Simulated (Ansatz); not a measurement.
## GaN with two functionals, N → Sb

Base system: GaN in the zinc blende structure (space group F-43m, No. 216; a = 4.549 Å).

(Cell as relaxed with PBE.)

Levels (all Ansatz, a quantum-chemistry and plane-wave program, PAW): PBE (420 eV, scalar-relativistic without spin-orbit coupling); PBEsol (420 eV, scalar-relativistic without spin-orbit coupling).

Each level relaxes its own structure.

```tsv
base	PBE	PBEsol
volume per atom	11.76 Å³	11.38 Å³
lattice parameter a	4.549 Å	4.498 Å
band gap	1.54 eV	1.70 eV
```

Modification: every N is replaced by Sb, then cell and atoms are relaxed.

| quantity | PBE | PBEsol |
|---|---|---|
| shortest interatomic distance | 2.691 Å | … |
| band gap | zero | … |

**Question.** What does PBEsol give?

**Answer.** 
- shortest interatomic distance, PBEsol: 2.646 Å
- band gap, PBEsol: zero

PBE's shortest interatomic distance lies 0.0444 Å above PBEsol's (1.7 %); the two agree on the band gap. Neither level is exact; PBEsol is the comparison here, not a measurement.

Spin-orbit coupling, missing from the scalar runs, can matter with Sb. Whether these cells are dynamically stable was not tested. All final runs are without spin polarisation. This is not the structure that GaN has at room temperature and ambient pressure. The zero or small gap of GaSb can change with the level of theory.
